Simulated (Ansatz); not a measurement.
# fluorite-type NiSi2 (1 1 1) on hexagonal La2O3 (0 0 1) (film strained to the substrate, started from cuts of the bulks and a machine-learned relaxation; slabs La4O8 and Ni3Si6, which can lie off the formulas)

A periodic stack without vacuum, fluorite-type NiSi2 (1 1 1) on hexagonal La2O3 (0 0 1) (film strained to the substrate, started from cuts of the bulks and a machine-learned relaxation; slabs La4O8 and Ni3Si6, which can lie off the formulas): substrate slab La4O8, film Ni3Si6, surface cells [[0, -1], [1, 0]] and [[0, -1], [1, -1]], film strained by +2.3 and +2.3 %, outermost planes O/O and Si/Si as cut, which need not be the usual terminations and can put a slab off its formula.

The start was prepared with a machine-learned potential, and the result is one local minimum, with the in-plane cell held and forces under 0.04 eV/Å; the film can end far from its bulk form.

All values below come from PBE (plane waves to 420 eV, PAW; Ansatz, a quantum-chemistry and plane-wave program). No spin–orbit coupling; the runs are not spin-polarised; PBE gaps are too small against experiment. Its k-point mesh 9×9×1, Fermi–Dirac width 0.05 eV.

- interface area: 13.5 Å²
- period: 24.17 Å
- heights between the nearest atoms of the two slabs at the two interfaces: 0.06 and 1.63 Å
- La–Si contacts across the interfaces within 1.22 times the sum of covalent radii: 6, mean 3.73 Å
- O–Si contacts across the interfaces within 1.22 times the sum of covalent radii: 3, mean 1.63 Å
- La–Ni contacts across the interfaces within 1.22 times the sum of covalent radii: 1, mean 3.94 Å
- Ni–O contacts across the interfaces within 1.22 times the sum of covalent radii: 1, mean 2.02 Å

```xyz
21
Lattice="3.9402 0.0035 0.0623 1.9708 3.4093 -0.1825 0.3924 -0.4315 24.2518" Properties=species:S:1:pos:R:3 pbc="T T T"
La     2.2822     0.6580     5.4388
La     4.3089     1.5857     2.2312
O      2.2945     2.8815     4.5275
O      2.3294     0.4819     2.7940
O      2.3656     2.6222     0.6883
La     2.1565     1.1119    12.0679
La     4.1803     2.0392     8.9126
O      2.1641     3.3308    11.1644
O      2.2029     0.9266     9.3332
O      4.2287     1.8839     6.7327
O      2.0910     1.0385    14.8369
O      4.0924     2.2916    13.2748
Ni     3.0351     1.6975    16.4942
Ni     2.9219    -0.4611    19.6974
Ni     4.7704     0.8985    22.5543
Si     4.0167     2.8218    14.8114
Si     3.0550    -0.5583    17.3604
Si     2.9415     1.7619    18.7547
Si     4.8830     0.7213    20.3092
Si     2.8111    -0.2696    22.1190
Si     2.7868     2.0856    23.3096
```
